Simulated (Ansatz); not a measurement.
Consider Pt in the fcc (Cu type) structure (space group Fm-3m, No. 225; a = 3.920 Å; relaxed with 0.1 eV smearing). Axes: x, y, z lie along the cube axes.

The values are results of plane-wave PAW DFT at the PBEsol level (Ansatz, an electronic-structure program, 420 eV), without spin-orbit coupling, not measurements.

It is then changed as follows: compressive biaxial strain of 2.50 % in the plane normal to [111], as in epitaxy on a mismatched substrate; the out-of-plane cell vector and the atoms relax.

Q: What happens to the in-plane stress and ratio −ε⊥/ε∥?

A: The mean in-plane stress (compression positive) amounts to +11.2 GPa; the ratio −ε⊥/ε∥ is 1.19.

No phonon test of stability was made. All final runs are without spin polarisation.
